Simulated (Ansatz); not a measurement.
SnO2 (model structure, started from the tetragonal ZrO2 type, P4₂/nmc, No. 137, 6 atoms in the cell) was calculated with r²SCAN in Ansatz (PAW).

Run with plane-wave cutoff 560 eV, 10×10×8 k mesh (along the axes of the cell as run), Fermi–Dirac smearing 0.01 eV, scalar-relativistic PAW data made under PBE.

Cell (relaxed at this level):

```cif
data_O4Sn2
_chemical_formula_sum 'Sn2 O4'
_space_group_name_H-M_alt 'P42/nmc :1'
_space_group_IT_number 137
_space_group_name_Hall 'P 4n 2n -1n'
_cell_length_a 3.54938
_cell_length_b 3.54938
_cell_length_c 5.42894
_cell_angle_alpha 90.000
_cell_angle_beta 90.000
_cell_angle_gamma 90.000
loop_
_space_group_symop_operation_xyz
  'x, y, z'
  '-y+1/2, x+1/2, z+1/2'
  '-x, -y, z'
  'y+1/2, -x+1/2, z+1/2'
  'x+1/2, -y+1/2, -z+1/2'
  '-y, -x, -z'
  '-x+1/2, y+1/2, -z+1/2'
  'y, x, -z'
  '-x+1/2, -y+1/2, -z+1/2'
  'y, -x, -z'
  'x+1/2, y+1/2, -z+1/2'
  '-y, x, -z'
  '-x, y, z'
  'y+1/2, x+1/2, z+1/2'
  'x, -y, z'
  '-y+1/2, -x+1/2, z+1/2'
loop_
_atom_site_label
_atom_site_type_symbol
_atom_site_symmetry_multiplicity
_atom_site_Wyckoff_symbol
_atom_site_fract_x
_atom_site_fract_y
_atom_site_fract_z
_atom_site_occupancy
Sn1 Sn 2 a 0.00000 0.00000 0.00000 1
O1 O 4 d 0.00000 0.50000 0.17713 1
```

Q: What does this level give for the band gap and smallest direct gap on the k points sampled?

A: 
* **band gap**: 1.70 eV
* **smallest direct gap on the k points sampled**: 1.83 eV

Note: the relaxation could raise the start's symmetry but not lower it, so the cell can be a saddle point.

Spin–orbit coupling is not included.

Static lattice: no zero-point or thermal effects.

Cost on a shared machine: roughly 60 core-seconds.

A model structure was made by putting elements into a prototype or built by hand; it is no filed structure, need not be a known phase, and can be a saddle point held by its symmetry.

Ansatz is a program for electronic structure.
